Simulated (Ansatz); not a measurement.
Given:

```
SrCaTi2O6
1.0
    5.48796     0.00000     0.00000
    0.00000     5.48796     0.00000
    0.00000     0.00000     3.87834
Sr Ca Ti O
1 1 2 6
Direct
  0.00000   0.00000   0.00000
  0.50000   0.50000   0.00000
  0.50000   0.00000   0.50000
  0.00000   0.50000   0.50000
  0.50000   0.00000   0.00000
  0.00000   0.50000   0.00000
  0.74771   0.74771   0.50000
  0.25229   0.25229   0.50000
  0.74771   0.25229   0.50000
  0.25229   0.74771   0.50000
```

No spin polarisation.

Method: r2SCAN (Ansatz, a first-principles code), no spin-orbit coupling. k-mesh 6×6×9 (Γ-centred); smearing 0.05 eV (Fermi–Dirac).

Question: Estimate the band gap.

Answer: 2.29 eV.

Question: What is the computed gap character (in this cell's own zone, which can be folded)?

Answer: Indirect, Z → Γ.

These are small ordered cells, not random alloys; other orderings at the same x differ. No phonon test of stability was made. The final runs are not spin-polarised. The cell was made from SrTiO3 by this change: x(Ca) = 0.5, 10 atoms, P4/mmm. Many cubic perovskites are stable only at high temperature; tilts and polar distortions were not tested.
